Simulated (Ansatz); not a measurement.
Hf2N2O (P2₁/m, No. 11, 10 atoms in the cell; start mp-776205)

Calculation: r²SCAN+rVV10 (Ansatz, an electronic-structure program, PAW).

Numerical settings: plane-wave cutoff 560 eV, 8×10×4 k mesh (along the axes of the cell as run), Fermi–Dirac smearing 0.01 eV, scalar-relativistic PAW data made under PBE.

Cell (relaxed at this level):

```cif
data_Hf4N4O2
_chemical_formula_sum 'Hf4 N4 O2'
_space_group_name_H-M_alt 'P 1'
_space_group_IT_number 1
_cell_length_a 4.25282
_cell_length_b 3.41310
_cell_length_c 8.61630
_cell_angle_alpha 90.000
_cell_angle_beta 100.321
_cell_angle_gamma 90.000
loop_
_space_group_symop_operation_xyz
  'x, y, z'
loop_
_atom_site_label
_atom_site_type_symbol
_atom_site_fract_x
_atom_site_fract_y
_atom_site_fract_z
_atom_site_occupancy
Hf1 Hf 0.21082 0.75000 0.89346 1
Hf2 Hf 0.78918 0.25000 0.10654 1
Hf3 Hf 0.37639 0.75000 0.32935 1
Hf4 Hf 0.62361 0.25000 0.67065 1
N1 N 0.16864 0.25000 0.75043 1
N2 N 0.83136 0.75000 0.24957 1
N3 N 0.28451 0.25000 0.09707 1
N4 N 0.71549 0.75000 0.90293 1
O1 O 0.68865 0.75000 0.56093 1
O2 O 0.31135 0.25000 0.43907 1
```

```json
{
  "band_gap": "1.53 eV",
  "smallest_direct_gap_on_the_k_points_sampled": "2.14 eV",
  "direct gap at Γ": "2.61 eV"
}
```

Spin–orbit coupling is not included.

Computed values are for the static lattice.

A start named mp-… is a Materials Project structure, which need not be a measured phase.
